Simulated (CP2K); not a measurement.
Band structure of TePdSe (P3m1, 3 atoms in the cell).

```xyz
3
Lattice="3.9274 0.0000 0.0000 -1.9637 3.4013 0.0000 0.0000 0.0000 5.0289" Properties=species:S:1:pos:R:3 pbc="T T T"
Te     0.0000     0.0000     3.6739
Pd     0.0000     2.2675     0.0448
Se     1.9637     1.1338     1.3102
```

Level of theory: PBEsol, GPW, DZVP-MOLOPT-SR-GTH basis, GTH-PBE potentials (GTH_POTENTIALS) in CP2K.

Settings: CUTOFF = 500 Ry; REL_CUTOFF = 60 Ry; SMEAR/METHOD = GAUSSIAN; SIGMA = 0.1 eV; KPOINTS/SCHEME = MONKHORST-PACK 10 10 7; GAMMA_CENTERED = T; XC_FUNCTIONAL = PBE:PBESOL; Te/BASIS_SET = DZVP-MOLOPT-SR-GTH; Te/POTENTIAL = GTH-PBE-q6; Pd/BASIS_SET = DZVP-MOLOPT-SR-GTH; Pd/POTENTIAL = GTH-PBE-q18; Se/BASIS_SET = DZVP-MOLOPT-SR-GTH; Se/POTENTIAL = GTH-PBE-q6; METHOD = GPW.

The starting cell comes from a database of computed structures (which also holds hypothetical and non-ambient phases and stackings), without a prior relaxation at this level. Spin-orbit coupling is off. Spin polarisation is off. Values carry the incompleteness of an atom-centred basis. The potentials were made for another functional than the one used.

Levels in eV from the Fermi level, bands 12 to 17:
```csv
point,12,13,14,15,16,17
Γ,-2.15,-0.30,-0.30,0.97,0.97,1.55
M,-3.09,-2.95,-2.78,-2.28,0.23,2.32
K,-3.14,-1.61,-1.55,-1.43,-0.55,-0.10
A,-2.24,-1.00,-0.99,-0.99,2.06,2.06
L,-3.00,-2.66,-1.88,-0.47,0.36,1.32
H,-3.61,-3.01,-2.42,-2.34,2.08,2.58
```

Bands cross the Fermi level along this path, so the cell is metallic at this level.

Higher empty bands are left out: an atom-centred basis made for the valence describes them poorly.
